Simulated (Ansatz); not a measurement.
**A computed series for ZnS: response to strain**

The reference is ZnS in the wurtzite structure (space group P6_3mc, No. 186; a = 3.738 Å, c = 6.143 Å).

Strains are applied to the cell and any free atomic positions relax.

Computed with LDA/PAW in Ansatz (a program for electronic structure), no spin-orbit coupling.

Candidates:
(a) isotropic strain +0.60 %
(b) isotropic strain +3.00 %
(c) isotropic strain +2.40 %

Before the change:

```
Property    Value
--------  -------
Band gap  2.19 eV
```

Q: Order them by band gap, lowest first.

A: (b) isotropic strain +3.00 % (1.79 eV), (c) isotropic strain +2.40 % (1.87 eV), (a) isotropic strain +0.60 % (2.11 eV)

Gaps are read on the SCF mesh and a high-symmetry path. Stability against distortions was not tested.
